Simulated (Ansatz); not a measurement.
## CaMoO₄ (I4₁/a, No. 88)

Level of theory: PBEsol in Ansatz (plane waves, PAW).

Settings: plane-wave cutoff 520 eV, 10×10×10 k mesh, Fermi–Dirac smearing 0.01 eV, no spin polarisation, scalar-relativistic PAW data made under PBE.

Cell: relaxed at this level.

For CaMoO₄ (I4₁/a, No. 88), the band gap is 3.38 eV (on the SCF k mesh) and the lattice parameter a is 5.205 Å. The lattice parameter c comes out as 11.307 Å. The bulk modulus B0 comes out as 81.2 GPa.

Note: the bulk modulus is −V dP/dV from two relaxed cells at ±2 % in volume.

Spin–orbit coupling is not included.

Static lattice: no zero-point or thermal effects.

It cost about 9 core-minutes (a rough figure) of CPU time.

Ansatz is a program for electronic structure.
